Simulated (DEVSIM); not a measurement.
Device: abrupt GaAs p-n junction, at 300 K.

```
layer (left to right)  material  thickness (μm)  Nd (cm⁻³)  Na (cm⁻³)   τn (s)   τp (s)
---------------------  --------  --------------  ---------  ---------  -------  -------
1                          GaAs            8.60          -     1.8e16  3.2e-10  3.2e-10
2                          GaAs             130       2e17          -  3.2e-10  3.2e-10
```

Left contact: ohmic. Right contact: ohmic. Voltage is applied to the left contact. Recombination: SRH at mid-gap, radiative, Auger. Mobility is μmin + (μ − μmin)/(1 + (N/Nref)^α).

Constants are typed, rounded textbook-type inputs, not results; the design itself was drawn at random and stands for no fabricated device. Values at 300 K.

| parameter | GaAs |
|---|---|
| gap (eV) | 1.424 |
| affinity (eV) | 4.07 |
| permittivity | 12.9 |
| Nc (cm⁻³) | 4.7e17 |
| Nv (cm⁻³) | 9e18 |
| μn (cm²/Vs) | 8500 |
| μp (cm²/Vs) | 400 |
| μn,min | 500 |
| μp,min | 20 |
| Nref,n | 6e16 |
| Nref,p | 1.5e17 |
| αn | 0.39 |
| αp | 0.38 |
| B (cm³/s) | 2e-10 |
| Cn (cm⁶/s) | 1e-30 |
| Cp (cm⁶/s) | 1e-30 |

Model (solved in DEVSIM): 1D drift-diffusion, Boltzmann statistics, complete ionisation; no tunnelling, impact ionisation, image-force lowering or self-heating.

### Question
Tabulate band edges, carrier densities and field at 1.05 V on the left contact.

### Answer
Energies count from the Fermi level of the right contact; mesh points crowd at the junctions.

```tsv
x (μm)	Ec (eV)	Ev (eV)	n (cm⁻³)	p (cm⁻³)	field (V/cm)
0.000	0.213	-1.211	< 1e2	1.8e16	13
0.05108	0.213	-1.211	8.4e10	1.8e16	13
0.2102	0.214	-1.210	3.5e11	1.8e16	13
0.7061	0.214	-1.210	1.2e12	1.8e16	13
3.255	0.217	-1.206	7.2e12	1.8e16	12
6.780	0.221	-1.203	3.7e13	1.8e16	≈ 0
8.032	0.222	-1.202	6.6e13	1.8e16	≈ 0
8.498	0.207	-1.217	1.5e14	1.0e16	-4300
8.584	0.102	-1.322	8.5e15	1.7e14	-23000
8.620	0.026	-1.398	1.6e17	8.9e12	-5500
8.715	0.021	-1.403	2.0e17	5.7e12	≈ 0
9.204	0.021	-1.403	2.0e17	1.7e12	≈ 0
10.55	0.021	-1.403	2.0e17	6.1e10	≈ 0
14.75	0.021	-1.403	2.0e17	2000000	≈ 0
36.52	0.021	-1.403	2.0e17	< 1e2	≈ 0
89.76	0.022	-1.402	2.0e17	< 1e2	≈ 0
123.0	0.022	-1.402	2.0e17	< 1e2	≈ 0
133.7	0.022	-1.402	2.0e17	< 1e2	≈ 0
137.6	0.022	-1.402	2.0e17	< 1e2	≈ 0
138.3	0.022	-1.402	2.0e17	< 1e2	≈ 0
138.5	0.022	-1.402	2.0e17	< 1e2	≈ 0
138.6	0.022	-1.402	2.0e17	< 1e2	≈ 0
```
